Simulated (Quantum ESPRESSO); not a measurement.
A user runs Quantum ESPRESSO on NiIr3 (I4/mmm, 4 atoms in the cell) and asks whether the run is sound. The aim is a self-consistent single point with DFT, PBEsol, plane waves, PSlibrary ultrasoft (PBE) pseudopotentials.

Cell that was meant: a = 4.6397 Å, b = 4.6397 Å, c = 4.6397 Å, α = 132.17°, β = 132.17°, γ = 69.97°.

Part of the input:

```fortran
   nat = 4
   ntyp = 2
   ecutwfc = 50
   ecutrho = 100
   occupations = 'smearing'
   smearing = 'methfessel-paxton'
   degauss = 0.0147
```

The program printed (abridged):

```
     file Ni.pbe-n-rrkjus_psl.1.0.0.UPF: wavefunction(s)  3D renormalized
   [... lines left out ...]
         3        Ir     tau(   3) = (   0.4054066   0.0000000   0.4096617  )
         4        Ir     tau(   4) = (   0.0000000   0.0000000   0.8193235  )

     number of k points=   102  Methfessel-Paxton smearing, width (Ry)=  0.0147

     Number of k-points >= 100: set verbosity='high' to print them.

     Dense  grid:     6099 G-vectors     FFT dimensions: (  27,  27,  27)

     Initial potential from superposition of free atoms

     starting charge      36.9993, renormalised to      37.0000
     Self-consistent Calculation

     iteration #  1     ecut=    50.00 Ry     beta= 0.30

     total energy              =    -262.95496789 Ry
     estimated scf accuracy    <       0.74880769 Ry

     iteration #  2     ecut=    50.00 Ry     beta= 0.30

     total energy              =    -262.34569181 Ry
     estimated scf accuracy    <      18.83771212 Ry

     iteration #  3     ecut=    50.00 Ry     beta= 0.30

     total energy              =    -263.32167065 Ry
     estimated scf accuracy    <       0.09480648 Ry

   [... 15 blocks of this kind left out ...]

     iteration # 19     ecut=    50.00 Ry     beta= 0.30

     total energy              =    -263.31080562 Ry
     estimated scf accuracy    <          1.6E-09 Ry

     iteration # 20     ecut=    50.00 Ry     beta= 0.30
     End of self-consistent calculation

     Number of k-points >= 100: set verbosity='high' to print the bands.

     the Fermi energy is    17.9157 ev

!    total energy              =    -263.31080562 Ry
     estimated scf accuracy    <          1.3E-10 Ry
     smearing contrib. (-TS)   =      -0.00016959 Ry
     internal energy E=F+TS    =    -263.31063603 Ry

     convergence has been achieved in  20 iterations

     Forces acting on atoms (cartesian axes, Ry/au):

     atom    1 type  1   force =     0.00000000    0.00000000    0.00000000
   [... zero for the other atoms too ...]

     Total force =     0.000000     Total SCF correction =     0.000000

          total   stress  (Ry/bohr**3)                   (kbar)     P=      -34.21
  -0.00022877  -0.00000000  -0.00000000          -33.65       -0.00       -0.00
  -0.00000000  -0.00022877   0.00000000           -0.00      -33.65        0.00
  -0.00000000   0.00000000  -0.00024008           -0.00        0.00      -35.32

   JOB DONE.
```

Question: Is this run sound? If not, what is wrong?

Answer: The results are close to the sound ones and would serve for rough work. The doubtful point is a density cutoff or grid that is too coarse. The charge density holds wave vectors up to twice those of the orbitals (four times the energy cutoff), and augmentation charges need more still. The run converged in 20 iterations without an error; against the sound input the free energy falls by 1.3 meV/atom and the pressure moves little (-3.49 to -3.42 GPa).

An input that runs soundly differs in these lines (not the only fix; some lines may just follow from the change or write a value another way):
```diff
-   ecutrho = 100
+   ecutrho = 500
```

With that input, the run converged in 20 iterations: free energy E − TS -3582.5209 eV; Fermi level (on the code's own zero) 17.92 eV; pressure -3.49 GPa (DFT, PBEsol, plane waves, PSlibrary ultrasoft (PBE) pseudopotentials).

On the sound input: the starting cell comes from a database of computed structures (which also holds hypothetical and non-ambient phases and stackings), without a prior relaxation at this level. Spin polarisation is off. With a pressure of about -3 GPa the cell is away from its equilibrium volume at this level.
